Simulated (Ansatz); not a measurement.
For B2O3 (model structure, P-62c, No. 190, 10 atoms in the cell), PBE (plane waves, PAW; Ansatz, a program for electronic structure) gives:

| Quantity | Result |
|---|---|
| equilibrium lattice constant a | 4.408 Å |
| c axis length | 7.924 Å |
| cohesive energy | 6.73 eV/atom |

Problem. What does r²SCAN (plane waves, PAW; Ansatz) give for the same quantities?

Solution. 
- lattice constant a: 4.367 Å (decreases by 0.9 %)
- lattice parameter c: 6.660 Å (decreases by 16 %)
- cohesive energy: 6.68 eV/atom (falls by 0.05 eV/atom)

Changes are worked out from the printed values.

Unless a cell is named, each level is at its own relaxed cell (PBE 13.33, r²SCAN 11.00 Å³/atom).

Ansatz's density-functional and Hartree–Fock values are scalar-relativistic unless marked +SOC, with PAW data made under PBE.

A model structure was made by putting elements into a prototype or built by hand; it is no filed structure, need not be a known phase, and can be a saddle point held by its symmetry.
